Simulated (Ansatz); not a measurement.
## A computed series for hypothetical diamond Te: pressure series

Consider Te in the diamond structure (space group Fd-3m, No. 227; a = 7.185 Å; a hypothetical phase, not in the database extracts checked).

Cell and atoms are relaxed at each pressure.

Level of theory: PBE (Ansatz, an electronic-structure program), spin-orbit coupling left out.

Notes on the quantities. enthalpy: H = E + PV relative to the base's energy.

| variant | volume per atom | enthalpy |
|---|---|---|
| base | 46.37 Å³ | – |
| pressure −2 GPa | 50.79 Å³ | -0.60 eV/atom |
| pressure −1 GPa | 48.31 Å³ | -0.30 eV/atom |
| pressure 0.3 GPa | 45.86 Å³ | +0.09 eV/atom |
| pressure 0.7 GPa | 45.23 Å³ | +0.20 eV/atom |
| pressure 1.5 GPa | 44.09 Å³ | +0.42 eV/atom |
| pressure 3 GPa | 42.27 Å³ | +0.83 eV/atom |
| pressure 5 GPa | 40.33 Å³ | +1.34 eV/atom |
| pressure 7.5 GPa | 38.41 Å³ | +1.96 eV/atom |
| pressure 10 GPa | 36.83 Å³ | +2.54 eV/atom |

Load acts through the strain it causes; cell and atoms are relaxed under it. No phonon test of stability was made. No other phases were tried under pressure.
